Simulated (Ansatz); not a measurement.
Start from GaAs in the zinc blende structure (space group F-43m, No. 216; a = 5.659 Å). Axes: x, y, z lie along the cube axes.

The values are results of PBEsol (Ansatz, a quantum-chemistry and plane-wave program), scalar-relativistic without spin-orbit coupling, not measurements.

Base values:

```
Property                            Result
---------------------  -------------------
Electron mass              0.025 mₑ (at Γ)
Valence-band top at Γ  0.00, 0.00, 0.00 eV
```

Modification: biaxial strain −1.67 %, plane normal [111], relaxed out of plane (Cartesian); in-plane vectors clamped, the third vector and the atoms free.

Predict the new energy relative to the base, electron mass, valence-band top at Γ and out-of-plane strain.

The energy rises by 6.6 meV/atom; the electron mass becomes 0.036 mₑ out of plane, 0.034 mₑ in plane (at Γ) (base: 0.025 mₑ (at Γ)); the valence-band top at Γ (three highest levels, from the VBM) changes from 0.00, 0.00, 0.00 eV to 0.00, 0.00, -0.22 eV; the out-of-plane strain amounts to +0.79 %.

The levels and masses belong to the bands next to the band gap. Masses are band curvatures over ±0.01 Å⁻¹ around the edge. Stability against distortions was not tested.
